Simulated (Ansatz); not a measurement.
An Ansatz (a quantum-chemistry and plane-wave program) run: WC with a change (uniaxial strain ε_zz = −2.00 %); Kohn–Sham DFT with the LDA functional, run in Ansatz with PAW and 420 eV plane waves, spin-orbit coupling left out.

Input:

Ansatz 0.2 input:
```yaml
crystal:
  lattice:
    - [2.8843058131, 0, 0]
    - [-1.4421529066, 2.4978821065, 0]
    - [0, 0, 2.7553031735]
  atoms:
    - { symbol: W, position: [0, 0, 0] }
    - { symbol: C, position: [0.3333333333, 0.6666666667, 0.5] }
basis: { ecutwfc: 420, ecutrho_ratio: 4, xc_grid: 2, fft_grid_basis: typed }
kpoints: { mp_grid: { grid: [23, 23, 20] } }
hamiltonian:
  xc: lda
  dispersion: none
  pseudopotentials: { kind: paw }
scf: { occupations: { method: fermi_dirac, width: 0.1 }, convergence: { dr2_threshold: 0.0000000002 } }
relax: { f_tol: 0.005, max_steps: 50 }
output: { forces: true, stress: true }
checkpoint: { write: state.ck, write_every: 1000 }
```

Output (explanatory and most iteration lines left out):

```
Relaxation: its limit of steps is 50 (relax.max_steps)
Pseudopotential: W, paw, valence charge 14
Pseudopotential: C, paw, valence charge 4
Crystal: 2 atoms, lattice volume = 19.851 Å³
Basis set: ecut = 420 eV, 405 PW (Γ), exchange–correlation on 40×40×40 points (8 copies of the dense FFT grid, shifted against one another)
Bands: 13, of which v1, the nominal top of the filled ones, is band 9 counted from 1 (8 counted from 0)
Symmetry: 12 space group operations
Space group: P-6m2 (ITA 187), of the structure as read, at distance tolerance 2.7e-5 Å
k-points: 616 of 10580 (time reversal used)
Functional: x = slater, c = lda
SCF iter   1: F=—  HF=-10373.323044 eV  |F-HF|=—  |Δ(HF+E_count)|=         —  Δρ=1.20e-2  dr2=2.45e-2  ethr=1.77e-3  ⟨swp⟩=5.1  Hψ=39295  notcnv=0
SCF iter   2: F=—  HF=-10373.320902 eV  |F-HF|=—  |Δ(HF+E_count)|=   2.14e-3  Δρ=7.89e-3  dr2=1.25e-2  ethr=1.36e-4  ⟨swp⟩=1.0  Hψ=12936  notcnv=0
SCF 1 converged in 7 iterations: F = -10373.318128 eV  dr2 = 1.62e-11
relax step   1: F+E_penalty+E_count = -10373.31812824 eV  Δ(F+E_penalty+E_count) = +0.000e0 eV  max|allowed force component| = 1.110e-16 eV/Å  Δτ_max = 0.0000 Å  (7 SCF iters, accepted)
SCF converged after 7 iterations
Free energy (F): -10373.318128 eV
Internal energy: -10373.307580 eV  (E = F + TS)
E sigma→0 (E₀):  -10373.312854 eV
Entropy (-TS):   -0.010548 eV (-5.274 meV/atom)
Fermi energy:    21.356407 eV
--- Forces (eV/Å), atoms counted from 1 ---
  atom   1  W     -0.00000000    -0.00000000     0.00000000
  atom   2  C      0.00000000    -0.00000000     0.00000000
--- Stress (GPa, compression-positive) ---
        4.222819       0.000000       0.000000
        0.000000       4.222819      -0.000000
        0.000000      -0.000000      21.712721
  P = ⅓ Tr σ = 10.0528 GPa (100.528 kbar)
--- Relaxed structure (1 steps of the walk, 1 accepted, 0 SCFs on fresh bases) ---
  atoms:
    - { symbol: W, position: [3.0814879110195774e-33, -3.7007434155248937e-17, 0.0] }
    - { symbol: C, position: [0.33333333333333337, 0.6666666666666666, 0.5] }
```

Stability against distortions was not tested. The final runs are not spin-polarised. The cell was made from WC (space group P-6m2, No. 187) by this change: uniaxial strain ε_zz = −2.00 %.
